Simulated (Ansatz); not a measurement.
An Ansatz (a quantum-chemistry and plane-wave program) input (Ansatz r2SCAN, spin-orbit coupling left out, earlier PAW set):

Ansatz 0.2 input:
```yaml
crystal:
  lattice:
    - [0, 2.6181383547, 2.6181383547]
    - [2.6181383547, 0, 2.6181383547]
    - [2.6181383547, 2.6181383547, 0]
  atoms:
    - { symbol: Se, position: [0, 0, 0] }
    - { symbol: Mg, position: [0.5, 0.5, 0.5] }
basis: { ecutwfc: 500, ecutrho_ratio: 4, xc_grid: 4, fft_grid_basis: typed }
kpoints: { mp_grid: { grid: [10, 10, 10] } }
hamiltonian:
  xc: r2scan
  dispersion: none
  pseudopotentials: { azcp: { folder: ./paw }, kind: paw }
scf: { occupations: { method: fermi_dirac, width: 0.05 }, convergence: { dr2_threshold: 0.0000000002 } }
relax: { f_tol: 0.005, max_steps: 50 }
output: { forces: true, stress: true }
checkpoint: { write: state.ck, write_every: 1000 }
```

Task: Which symmetry and how many k-points will the program report, and about how many plane waves at Γ?

Result: Space group Fm-3m (ITA 225) with 48 operations, k-points 47 of 1000, and 941 plane waves at Γ.

Task: And the final pressure?

Result: 11.52 GPa (compression positive).

The cells carry an imposed strain or load. No phonon test of stability was made. The cell was made from MgSe in the rock salt structure (space group Fm-3m, No. 225) by this change: isotropic strain −4.33 %.
